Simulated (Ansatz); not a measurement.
System: ScF3 (R-3c, No. 167, 8 atoms in the cell; start mp-1078300). Method: r²SCAN in Ansatz (plane waves, PAW).

Run with plane-wave cutoff 500 eV, 8×8×8 k mesh, Fermi–Dirac smearing 0.05 eV, scalar-relativistic PAW data made under PBE.

Cell (relaxed at this level):

```xyz
8
Lattice="2.8077 1.6210 4.6566 -2.8077 1.6210 4.6566 0.0000 -3.2420 4.6566" Properties=species:S:1:pos:R:3 pbc="T T T"
Sc     0.0000     0.0000     6.9849
Sc     0.0000     0.0000     0.0000
F      1.2621    -1.0559     8.1490
F     -1.2621     1.0559     5.8207
F      0.2834     1.6210     8.1490
F     -0.2834    -1.6210     5.8207
F     -1.5455    -0.5651     8.1490
F      1.5455     0.5651     5.8207
```

Q: Predict the band gap.

A: 
- band gap: 7.08 eV (on the SCF k mesh)

Note: the relaxation could not lower the start's symmetry, so the cell can be a saddle point above a distorted one.

The computed numbers hold no vibrational or temperature effects.

A start named mp-… is a Materials Project structure, which need not be a measured phase.

Ansatz is an electronic-structure program.
